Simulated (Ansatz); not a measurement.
**Na3Sb: stress against strain**

Na3Sb (P6_3/mmc, 28.878 Å³/atom and stress up to 0.01 GPa in the relaxed cell, c along z) under a strain ε along c (axis z), the other axes held. PBEsol in Ansatz, a plane-wave DFT program (PAW, default set), 420 eV, 10×10×5 Γ-centred mesh, Fermi-Dirac smearing 0.05 eV; ions are relaxed, or left where forces stay under 0.02 eV/Å, within the symmetry of each cell. Stress is positive for a compressed cell.

Here s stands for strain and y for stress zz.

```
strain (%)  stress zz (GPa)
----------  ---------------
-3.00                     ?
-1.50                  0.77
-0.75                  0.37
0.00                   0.00
0.75                  -0.35
1.50                  -0.68
```

Task: Fit y against s with a straight line, and predict the withheld value at s = -3.00.

Result: Means: s 0, y 0.022. About the means, the sum of products is -2.7150 and the sum of squares of s is 5.6250; the slope is their ratio. Least squares gives y = 0.022 - 0.4827·s. Residuals (row less fit): 0.024, -0.014, -0.022, -0.010, 0.022; standard error 0.025 (degrees of freedom: 3). The slope gives the elastic constant C33 = 48 ± 1 GPa (± standard error of the fit, which holds the terms cut off). At the withheld row, y = 0.022 - 0.4827 × (-3.00) = 1.470 GPa. The calculation gives 1.63 GPa, 0.160 GPa above the prediction (6.9 % of the range of y in the table). The row lies outside the fitted rows, so this is an extrapolation. From the scatter of the fitted rows alone, a prediction at this place has a standard error of 0.041 GPa, so the miss is 3.9 times that.

A polynomial of degree 2 through the 8 other runs of the series gives 1.64 there, so most of the miss is curvature that the fit leaves out. The start is a measured cell from the literature; how it stands against other phases or cation orders wasn't checked. Spin-orbit coupling is left out, which can shift these values for the heavy elements here. Rows are the converged runs of the series near zero and its far end; series whose fitted rows scatter by over a few per cent of the range, as at a crossing or softening among them, aren't shown in this form, nor equations of state whose B0' disagrees with the runs' pressures. Most that stay on the fit to the last digits aren't either.
